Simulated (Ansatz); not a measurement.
System: cubic perovskite CsPbCl3 (cubic high-temperature phase). Method: HSE06 (PAW; Ansatz, a quantum-chemistry and plane-wave program).

Settings: plane-wave cutoff 520 eV, 4×4×4 k mesh, scalar-relativistic PAW data made under PBE.

Computed at the level's own relaxed cell.

Problem. Predict the elastic constant C12, Young modulus, elastic constant C11, polycrystal shear modulus (Hill average) and elastic constant C44.

Solution. 
* **elastic constant C12**: 8.43 GPa
* **Young modulus**: 26.0 GPa
* **elastic constant C11**: 52.8 GPa
* **polycrystal shear modulus (Hill average)**: 9.91 GPa
* **elastic constant C44**: 5.37 GPa

Note: the relaxation could not lower the start's symmetry, so the cell can be a saddle point above a distorted one.

Elastic constants are with the ions relaxed.

Spin–orbit coupling is not included; it can shift volumes and moduli of such heavy elements.

Static lattice: no zero-point or thermal effects.
